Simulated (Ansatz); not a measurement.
Cubic perovskite CsPbBr3 (cubic high-temperature phase), treated with PBE (Ansatz, an electronic-structure program, plane waves, PAW).

Run with plane-wave cutoff 520 eV, 4×4×4 k mesh, scalar-relativistic PAW data made under PBE.

Computed at the level's own relaxed cell.

Elastic tensor (GPa, Voigt notation, ions relaxed):

```
   42.7     6.5     6.5     0.0     0.0     0.0
    6.5    42.7     6.5     0.0     0.0     0.0
    6.5     6.5    42.7     0.0     0.0     0.0
    0.0     0.0     0.0     4.2     0.0     0.0
    0.0     0.0     0.0     0.0     4.2     0.0
    0.0     0.0     0.0     0.0     0.0     4.2
```

Worked from these constants: the tetragonal shear constant is C′ = (C11 − C12)/2 = 18.1 GPa against C44 = 4.2 GPa, so the C44 shear is the softer. The Zener ratio C44/C′ is 0.23 (1 for an isotropic solid), and the Cauchy pressure C12 − C44 is 2.3 GPa. With C11 + 2C12 = 55.7 GPa all three Born conditions hold; they don't test modes at the zone boundary.

Note: the relaxation could not lower the start's symmetry, so the cell can be a saddle point above a distorted one.

Spin–orbit coupling is not included; it can shift volumes and moduli of such heavy elements.

Static lattice: no zero-point or thermal effects.
